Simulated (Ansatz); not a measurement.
ZrO2: O → F

Take ZrO2 (space group P4_2/nmc, No. 137; a = 3.584 Å, c = 5.177 Å) as the base.

It is then changed as follows: every O is replaced by F, then cell and atoms are relaxed.

Level of theory: PBEsol (Ansatz, a quantum-chemistry and plane-wave program, PAW, no spin-orbit coupling). Γ-centred 17×17×17 mesh, Fermi–Dirac width 0.05 eV, for the changed cell.

| quantity | base | changed | shift |
|---|---|---|---|
| density | 6.15 g/cm³ | 5.77 g/cm³ | -0.38 g/cm³ |
| space group | P4_2/nmc (No. 137) | I4/mmm (No. 139) | – |
| shortest interatomic distance | 207.4 pm | 230.5 pm | +23.1 pm |
| band gap | 4.00 eV | zero | – |

Final structure:

```
ZrF2
1.0
   -1.96780     1.96780     2.39941
    1.96780    -1.96780     2.39941
    1.96780     1.96780    -2.39941
Zr F
1 2
Cartesian
  0.00000   0.00000   0.00000
  0.00000   1.96780   1.19971
  1.96780   0.00000   1.19971
```

Cost of the whole job for the changed cell (relaxation, final SCF and bands): about 2.1 core-minutes (a rough figure).

No phonon test of stability was made. As relaxed here, ZrF2 is a hypothetical phase, not in the database extracts checked. The final runs are not spin-polarised. ZrF2 has a high density of states at the Fermi level and may be magnetic at this level. This is not the structure that ZrO2 has at room temperature and ambient pressure.
